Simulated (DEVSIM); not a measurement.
abrupt GaSb p-n junction

Device: abrupt GaSb p-n junction, at 300 K.

```tsv
layer (left to right)	material	thickness (μm)	Nd (cm⁻³)	Na (cm⁻³)	τn (s)	τp (s)
1	GaSb	25.0	-	3.1e17	5.5e-8	5.5e-8
2	GaSb	8.20	1.1e16	-	5.5e-8	5.5e-8
```

Left contact: ohmic. Right contact: ohmic. Voltage is applied to the left contact. Recombination: SRH at mid-gap, radiative. Mobility is constant in doping.

The device is made up for the run: typed textbook-type constants, with dimensions and the other settings drawn at random. Values at 300 K.

| parameter | GaSb |
|---|---|
| gap (eV) | 0.726 |
| affinity (eV) | 4.06 |
| permittivity | 15.7 |
| Nc (cm⁻³) | 2.1e17 |
| Nv (cm⁻³) | 1.8e19 |
| μn (cm²/Vs) | 5000 |
| μp (cm²/Vs) | 850 |
| B (cm³/s) | 1e-10 |

Model (solved in DEVSIM): 1D drift-diffusion, Boltzmann statistics, complete ionisation; no tunnelling, impact ionisation, image-force lowering or self-heating.

```json
{
 "potential_step_across_the_device_at_zero_bias": "0.545 V",
 "largest_field_in_the_device_at_zero_bias": "40000 V/cm",
 "Dark forward voltage at 1 A/cm²": "0.352 V",
 "Dark forward voltage at 100 A/cm²": "0.491 V"
}
```

Small-signal capacitance in reverse bias (quasi-static):

```csv
V (V),C (nF/cm²)
-0.4,36.5
-1,28.2
-2,21.8
-3,18.4
-4,16.2
```

Dark forward current:

| V (V) | J (A/cm²) |
|---|---|
| 0.05 | 2.4e-5 |
| 0.10 | 0.00012 |
| 0.15 | 0.00060 |
| 0.20 | 0.0034 |
| 0.25 | 0.021 |
| 0.30 | 0.14 |
| 0.35 | 0.95 |
| 0.40 | 6.1 |
| 0.45 | 33 |
| 0.50 | 130 |
| 0.55 | 370 |
| 0.60 | 840 |
| 0.65 | 1600 |
| 0.70 | 2600 |
